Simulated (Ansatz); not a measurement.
# Convergence study of shifted k-point meshes for ScPt3 (P4mm, 4 atoms in the cell)

```yaml
crystal:
  lattice:
    - [3.96432, 0.00000, 0.00000]
    - [0.00000, 3.96432, 0.00000]
    - [0.00000, 0.00000, 3.96432]
  atoms:
    - { symbol: Sc, position: [0.00000, 0.00000, 0.01261] }
    - { symbol: Pt, position: [0.50000, 0.50000, 0.00000] }
    - { symbol: Pt, position: [0.00000, 0.50000, 0.50000] }
    - { symbol: Pt, position: [0.50000, 0.00000, 0.50000] }
```

Method: PBEsol, default PAW files made with PBE (plane waves; Ansatz, a program for electronic structure).

Base settings: basis.ecutwfc = 420 eV; kpoints.mp_grid.grid = 8 8 8; hamiltonian.xc = pbesol; hamiltonian.pseudopotentials = {kind: paw} (the program's default PAW files); scf.occupations.method = fermi_dirac; scf.occupations.width = 0.1 eV.

In this ladder: kpoints.mp_grid.shift = 0.5 0.5 0.5.

Only quantities that move along the ladder and can be compared are tabulated.

The count of work is k-points × plane waves × bands × iterations; it is no time. Core times come from one kind of shared machine, to one figure; runs under 30 s give none.

The starting cell comes from a database of computed structures (which also holds hypothetical and non-ambient phases and stackings), without a prior relaxation at this level. Its lattice was rescaled by up to half a per cent. One atom was moved a little off its site on purpose. Spin polarisation is off. Ansatz's pressure includes its estimate of the finite-basis (Pulay) stress.

Steps (kpoints.mp_grid.grid): 2 2 2; 3 3 3; 4 4 4; 5 5 5; 6 6 6; 7 7 7; 8 8 8; 9 9 9; 10 10 10; 11 11 11; 12 12 12; 13 13 13; 15 15 15; 16 16 16; 18 18 18; 20 20 20; 22 22 22; 25 25 25; 27 27 27.

Task: What is the coarsest kpoints.mp_grid.grid that holds the pressure within 0.1 GPa of the last step, with all finer ones?

Result: 8 8 8, at 0.027 of the last step's count of work; the step before is off by 0.19 GPa.

Task: What is the coarsest kpoints.mp_grid.grid that holds the forces within 0.01 eV/Å of the last step, with all finer ones?

Result: 4 4 4, at 0.0041 of the last step's count of work; the step before is off by 0.038 eV/Å.

Task: What is the coarsest kpoints.mp_grid.grid that holds the free energy within 2 meV/atom of the last step, with all finer ones?

Result: 9 9 9, at 0.051 of the last step's count of work; the step before is off by 2.6 meV/atom.

| kpoints.mp_grid.grid | free energy less the last step's (meV/atom) | pressure (GPa) | largest difference of a force vector from the last step's (eV/Å) | count of work / last | core time / last (rough) |
|---|---|---|---|---|---|
| 2 2 2 | 108.80 | -1.35 | 0.096 | 0.0010 | – |
| 3 3 3 | -21.00 | -1.35 | 0.038 | 0.0041 | – |
| 4 4 4 | -21.57 | -1.98 | 0.003 | 0.0041 | – |
| 5 5 5 | -1.40 | -2.18 | 0.003 | 0.014 | – |
| 6 6 6 | 6.21 | -1.80 | 0.005 | 0.012 | – |
| 7 7 7 | 1.54 | -1.67 | 0.004 | 0.027 | – |
| 8 8 8 | -2.57 | -1.89 | 0.002 | 0.027 | – |
| 9 9 9 | -0.34 | -1.91 | 0.001 | 0.051 | – |
| 10 10 10 | 0.94 | -1.84 | 0.001 | 0.051 | – |
| 11 11 11 | 0.37 | -1.82 | 0.001 | 0.086 | – |
| 12 12 12 | -0.49 | -1.88 | 0.001 | 0.086 | – |
| 13 13 13 | -0.27 | -1.89 | 0.000 | 0.13 | 0.1 |
| 15 15 15 | 0.14 | -1.85 | 0.000 | 0.20 | 0.2 |
| 16 16 16 | -0.03 | -1.86 | 0.000 | 0.20 | 0.2 |
| 18 18 18 | 0.02 | -1.86 | 0.000 | 0.28 | 0.3 |
| 20 20 20 | 0.00 | -1.86 | 0.000 | 0.37 | 0.4 |
| 22 22 22 | 0.00 | -1.86 | 0.000 | 0.49 | 0.5 |
| 25 25 25 | 0.00 | -1.86 | 0.000 | 0.80 | 0.9 |
| 27 27 27 | 0.00 | -1.86 | 0.000 | 1.0 | 1 |

Two neighbours can agree and both be off: 3 3 3 and 4 4 4 differ by 0.57 meV/atom in the free energy, yet lie about 22 meV/atom from the last step.

Keys are those of Ansatz 0.2.
